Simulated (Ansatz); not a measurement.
## By hand: reaction energy

This concerns the reaction energy. Reaction: Ge (diamond) + SnCl4 (gas) → GeCl2 (gas) + SnCl2 (gas). A negative value means that the right-hand side lies lower.

Method: Ansatz (an electronic-structure program), PAW, neutral cells at 0 K with nuclei at rest, on structures from PBE. Ansatz runs with its PAW set soft_1. Other levels take these structures. The lattices are those relaxed with PBE, so at other levels the solids can be strained, which adds to the spread. A dispersion term (D3(BJ), or D4 for r2SCAN) was computed beside these levels and is taken off wherever the name lacks it. The runs are scalar-relativistic, without spin-orbit coupling.

Total energies of the cells in eV, at zero smearing width. They compare only within one column; the weights balance every element.

| cell | atoms | weight | PBE | RPBE |
|---|---|---|---|---|
| Ge (diamond) | 2 | −1 | -8589.97761 | -8601.43171 |
| GeCl2 (gas) | 3 | +2 | -6455.87547 | -6469.51543 |
| SnCl2 (gas) | 3 | +2 | -8185.49957 | -8202.01852 |
| SnCl4 (gas) | 5 | −2 | -10346.93190 | -10371.01918 |

PBE: − (-8589.97761) + 2 × (-6455.87547) + 2 × (-8185.49957) − 2 × (-10346.93190) = 1.091 eV; dividing by 2 gives 0.55 eV.

RPBE: − (-8601.43171) + 2 × (-6469.51543) + 2 × (-8202.01852) − 2 × (-10371.01918) = 0.402 eV; dividing by 2 gives 0.20 eV.

What follows from the PBE value: Per mole of the reaction as written, 0.546 eV × 96.485 = 52.7 kJ.
